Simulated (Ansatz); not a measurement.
## A computed series for MgSe: pressure series

Consider MgSe in the rock salt structure (space group Fm-3m, No. 225; a = 5.5083 Å).

Cell and atoms are relaxed at each pressure.

Level of theory: PBE (Ansatz, an electronic-structure program), spin-orbit coupling left out, earlier PAW set.

Candidates:
(a) pressure 3 GPa
(b) pressure 7.5 GPa
(c) pressure 10 GPa

For the base:

| Quantity | Value |
|---|---|
| Band gap | 1.77 eV |

Order them by band gap, highest first.

(c) pressure 10 GPa (1.98 eV), (b) pressure 7.5 GPa (1.94 eV), (a) pressure 3 GPa (1.85 eV)

Load acts through the strain it causes; cell and atoms are relaxed under it. Whether these cells are dynamically stable was not tested. Competing high-pressure phases were not computed.
